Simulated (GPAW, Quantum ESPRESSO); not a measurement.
A Quantum ESPRESSO input for a self-consistent single point of Ti3In (I4/mmm, 4 atoms in the cell) (DFT, LDA (PW92), plane waves, PseudoDojo standard norm-conserving (LDA) pseudopotentials):

```fortran
&control
  calculation = 'scf'
  prefix = 'Ti3In'
  outdir = './work'
  pseudo_dir = './'
  tprnfor = .true.
  tstress = .true.
/
&system
  ibrav = 0
  celldm(1) = 9.7490839090
  nat = 4
  ntyp = 2
  ecutwfc = 85
  occupations = 'smearing'
  smearing = 'fd'
  degauss = 0.0073499
/
&electrons
  conv_thr = 1.0d-9
/
ATOMIC_SPECIES
Ti    47.8670  Ti.upf
In   114.8180  In.upf
CELL_PARAMETERS alat
  -0.3903098895     0.3903098895     0.8338563308
   0.3903098895    -0.3903098895     0.8338563308
   0.3903098895     0.3903098895    -0.8338563308
ATOMIC_POSITIONS angstrom
Ti    0.0000000000    2.0136060000    2.1509295000
Ti    2.0136060000    0.0000000000    2.1509295000
Ti    0.0000000000    0.0000000000    4.3018590000
In    0.0000000000    0.0000000000    0.0000000000
K_POINTS automatic
8 8 8  0 0 0
```

**Question.** Translate this input to GPAW.

**Answer.** One input that does it (others would too):

```python
from ase import Atoms
from ase.units import GPa
from gpaw import GPAW

atoms = Atoms(['Ti', 'Ti', 'Ti', 'In'],
              cell=[[-2.013606, 2.013606, 4.301859],
                    [2.013606, -2.013606, 4.301859],
                    [2.013606, 2.013606, -4.301859]],
              scaled_positions=[[0.750000, 0.250000, 0.500000],
                                [0.250000, 0.750000, 0.500000],
                                [0.500000, 0.500000, 0.000000],
                                [0.000000, 0.000000, 0.000000]],
              pbc=True)

calc = GPAW(mode={'name': 'pw', 'ecut': 850},
            xc='LDA',
            kpts={'size': (8, 8, 8), 'gamma': True},
            occupations={'name': 'fermi-dirac', 'width': 0.1},
            nbands=-8,
            convergence={'forces': 0.001},
            symmetry={'symmorphic': False, 'tolerance': 0.0005},
            maxiter=150,
            txt='-')

atoms.calc = calc

energy = atoms.get_potential_energy()
print('Energy (eV):', round(energy, 6))
forces = atoms.get_forces()
print('Forces (eV/Ang):')
print(forces.round(5))
stress = atoms.get_stress()
print('Stress (GPa, Voigt):', (stress / GPa).round(4))
```

Basis, cutoffs, solver keys and any potentials are the target program's own. This input uses DFT LDA (Perdew-Wang 92), plane waves, GPAW PAW datasets LDA (gpaw-data 1.0.1). LDA parametrisations can differ slightly between programs. Both were run: pressure -3.97 GPa in Quantum ESPRESSO and -3.98 in GPAW.

On Quantum ESPRESSO: the starting cell comes from a database of computed structures (which also holds hypothetical and non-ambient phases and stackings), without a prior relaxation at this level. Its lattice was rescaled by a random factor within 2.5 % of one. Spin polarisation is off. With a pressure of about -4 GPa the cell is away from its equilibrium volume at this level.

On GPAW: the starting cell comes from a database of computed structures (which also holds hypothetical and non-ambient phases and stackings), without a prior relaxation at this level. Its lattice was rescaled by a random factor within 2.5 % of one. Spin polarisation is off. With a pressure of about -4 GPa the cell is away from its equilibrium volume at this level.
